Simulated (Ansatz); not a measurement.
The starting structures come from a database of crystals and need not be the phases stable at ambient conditions.

Data:

```yaml
crystal:
  lattice:
    - [4.94420, 0.00000, 0.00000]
    - [-2.47210, 4.28181, 0.00000]
    - [2.47210, 1.42727, 4.03693]
  atoms:
    - { symbol: Ca, position: [0.50000, 0.75000, 0.75000] }
    - { symbol: Ca, position: [0.50000, 0.25000, 0.25000] }
    - { symbol: Fe, position: [0.00000, 0.00000, 0.00000] }
    - { symbol: H, position: [0.00000, 0.77197, 0.22803] }
    - { symbol: H, position: [0.00000, 0.22803, 0.77197] }
    - { symbol: H, position: [0.00000, 0.22803, 0.22803] }
    - { symbol: H, position: [0.00000, 0.77197, 0.77197] }
    - { symbol: H, position: [0.54394, 0.77197, 0.22803] }
    - { symbol: H, position: [0.45606, 0.22803, 0.77197] }
```

The cell is taken as given.

Transport runs along the normal of the first two printed cell vectors, the (111) plane of the conventional cell.

The gap is the functional's own, uncorrected, and κ follows it; spin-orbit coupling is left out. Mid-gap means the computed energy nearest the middle.

**Question.** State the band gap and the smallest decay constant κ at mid-gap according to r2SCAN in Ansatz (a first-principles code).

**Answer.** Gap 2.04 eV on a 10×10×10 mesh; κ = 0.444 1/Å, at (0.500, 0.000) of the in-plane reciprocal vectors. At the zone centre the slowest state has κ = 0.52 1/Å.
